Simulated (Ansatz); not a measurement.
Output of an Ansatz run (abridged):

```
WARN ansatz: RAYON_NUM_THREADS=1 ignored (pool sized by the plan → 1); use --threads N
Pseudopotentials: kind: paw
Pseudopotential: Ba, paw, valence charge 10
Pseudopotential: Hf, paw, valence charge 26
Pseudopotential: O, paw, valence charge 6
Crystal: 5 atoms, lattice volume = 72.512 Å³
Basis set: ecut = 420 eV, 1365 PW (Γ), exchange–correlation on 60×60×60 points (8 copies of the dense FFT grid, shifted against one another)
Bands: 33, of which v1, the nominal top of the filled ones, is band 27 counted from 1 (26 counted from 0)
Symmetry: 48 space group operations
Space group: Pm-3m (ITA 221), of the structure as read, at distance tolerance 4.2e-5 Å
k-points: 35 of 512
Initial density: superposition of atomic densities (neutral atoms: chi_scale 0, normalization atom), corrected by the library's trained network
Initial wavefunctions: pseudopotential atomic-orbital guess
Eigensolver: davidson
Functional: x = pbe(κ = 0.804, μ = 0.2195149727645171), c = pbe(β = 0.06672455060314922)
SCF iter   1: F=—  HF=-23382.404033 eV  |F-HF|=—  |Δ(HF+E_count)|=         —  Δρ=9.32e-4  dr2=1.70e-4  ethr=1.77e-3  ⟨swp⟩=8.3  Hψ=5277  notcnv=0
all-band conjugate gradients solve this SCF's bands
preconditioner: auto → Resta (q_TF=auto, 2.598 Å⁻¹)
SCF iter   2: F=—  HF=-23382.404745 eV  |F-HF|=—  |Δ(HF+E_count)|=   7.12e-4  Δρ=6.00e-4  dr2=1.64e-4  ethr=3.15e-7  ⟨swp⟩=3.1  Hψ=3112  notcnv=0  defer=47
SCF iter   3: F=—  HF=-23382.404881 eV  |F-HF|=—  |Δ(HF+E_count)|=   1.36e-4  Δρ=3.86e-4  dr2=6.13e-5  ethr=3.04e-7  ⟨swp⟩=2.0  Hψ=1985  notcnv=0  defer=49
SCF iter   4: F=—  HF=-23382.404878 eV  |F-HF|=—  |Δ(HF+E_count)|=   2.53e-6  Δρ=9.54e-5  dr2=2.19e-6  ethr=1.14e-7  ⟨swp⟩=2.0  Hψ=1931  notcnv=0  defer=49
SCF iter   5: F=—  HF=-23382.404884 eV  |F-HF|=—  |Δ(HF+E_count)|=   5.67e-6  Δρ=2.89e-5  dr2=4.62e-7  ethr=4.06e-9  ⟨swp⟩=2.2  Hψ=2005  notcnv=0  defer=49
SCF iter   6: F=-23382.404884 eV  HF=-23382.404884 eV  |F-HF|=1.03e-8  |Δ(HF+E_count)|=   1.64e-7  Δρ=9.58e-6  dr2=5.90e-8  ethr=1.85e-10  ⟨swp⟩=8.4  Hψ=6394  notcnv=0
SCF 1 converged in 6 iterations: F = -23382.404884 eV  dr2 = 5.90e-8
SCF converged after 6 iterations
Free energy (F): -23382.404884 eV
Harris-Foulkes:  -23382.404884 eV  (|F-HF|=1.03e-8)
Internal energy: -23382.404884 eV  (E = F + TS)
E sigma→0 (E₀):  -23382.404884 eV
Fermi energy:    13.456392 eV
--- Per-component energies (eV) ---
  E_band       = -39.852862
  E_kinetic    = 1119.187349
  E_local      = -7999.735107  (includes V_loc(G=0)·N_el)
  E_nonlocal   = -1041.646180
  E_hartree    = 3645.394637
  E_xc         = -692.695767
  E_vxc        = -688.509299  (∫ρ·V_xc dr)
  E_paw        = -12628.019039  (= ΣΔE_a)
  E_vpaw       = 1280.045482  (= ΣTr[D̂ρ^β])
  E_aug_tail   = 0.007458  (compensation charges beyond the density's cutoff)
  E_ewald      = -5784.898235
  E_smearing   = -0.000000  (= −TS)
  E_closure    = -0.000000  (closes the sum)
  Σ components = -23382.404884   (vs F -23382.404884, Δ=0.00e0)
--- Forces (eV/Å), atoms counted from 1 ---
  atom   1  Ba    -0.00000000     0.00000000     0.00000000
   [... zero for the other atoms too ...]
  max |Σ_I F_I| component: 9.66e-29 eV/Å
--- Stress (GPa, compression-positive) ---
        4.256502       0.000000       0.000000
        0.000000       4.256502       0.000000
        0.000000       0.000000       4.256502
  P = ⅓ Tr σ = 4.2565 GPa (42.565 kbar)
  The stress holds the Pulay correction. Without it, at fixed plane waves, as pw.x and ABINIT print it: P = 3.7229 GPa
--- Band table (eV; the first three rows and the last of 35) ---
  k-point 0: bands = ["-48.1993", "-17.0005", "-17.0005", "-17.0005", "-13.4796", "-5.0168", "-4.4984", "-4.4984", "1.3510", "1.3510", "1.3510", "1.9485", "1.9485", "1.9485", "1.9687", "1.9687", "1.9687", "1.9690", "9.9894", "9.9894", "9.9894", [...]
  k-point 1: bands = ["-48.1992", "-17.0210", "-16.9998", "-16.9998", "-13.4684", "-5.0034", "-4.4951", "-4.4352", "1.3644", "1.3644", "1.3845", "1.9474", "1.9474", "1.9579", "1.9684", "1.9689", "1.9699", "1.9699", "9.7237", "9.9462", "9.9462", [...]
  k-point 2: bands = ["-48.1990", "-17.0697", "-16.9983", "-16.9983", "-13.4415", "-5.0307", "-4.4870", "-4.2096", "1.3975", "1.3975", "1.4656", "1.9440", "1.9440", "1.9676", "1.9685", "1.9732", "1.9732", "1.9853", "8.9509", "9.8237", "9.8237", [...]
  k-point 34: bands = ["-48.1977", "-17.1208", "-17.1208", "-17.1208", "-13.3337", "-3.8200", "-3.8200", "-3.8200", "0.8482", "0.8482", "0.8482", "1.9679", "1.9855", "1.9855", "1.9855", "2.0563", "2.0563", "2.0563", "7.2404", "7.9204", "7.9204", [...]
```

The structure:

```
CELL_PARAMETERS angstrom
      4.17000     0.00000     0.00000
      0.00000     4.17000     0.00000
      0.00000     0.00000     4.17000
ATOMIC_POSITIONS crystal
  Ba 0.00000 0.00000 0.00000
  Hf 0.50000 0.50000 0.50000
  O  0.50000 0.00000 0.50000
  O  0.00000 0.50000 0.50000
  O  0.50000 0.50000 0.00000
```

Problem. Reconstruct the input of this run.

Solution. Other spellings and defaults could give the same log, and not every line can be read from it. The input that was run (DFT, PBE, plane waves, default PAW files):

Ansatz 0.2 input:
```yaml
crystal:
  lattice:
    - [4.17000000, 0.00000000, 0.00000000]
    - [0.00000000, 4.17000000, 0.00000000]
    - [0.00000000, 0.00000000, 4.17000000]
  atoms:
    - { symbol: Ba, position: [0.00000000, 0.00000000, 0.00000000] }
    - { symbol: Hf, position: [0.50000000, 0.50000000, 0.50000000] }
    - { symbol: O, position: [0.50000000, 0.00000000, 0.50000000] }
    - { symbol: O, position: [0.00000000, 0.50000000, 0.50000000] }
    - { symbol: O, position: [0.50000000, 0.50000000, 0.00000000] }
basis:
  ecutwfc: 420.0
kpoints:
  mp_grid: { grid: [8, 8, 8] }
hamiltonian:
  xc: pbe
  pseudopotentials: { kind: paw }
scf:
  occupations: { method: fermi_dirac, width: 0.01 }
output:
  forces: true
  eigenvalues: true
  stress: true
```

The starting cell has typed, rounded lattice constants, without a prior relaxation at this level. Spin-orbit coupling is off. With a pressure of about 4 GPa the cell is away from its equilibrium volume at this level. Ansatz's pressure includes its estimate of the finite-basis (Pulay) stress. Without the estimate this run gives 3.72 GPa.

Ansatz is a program for electronic structure.
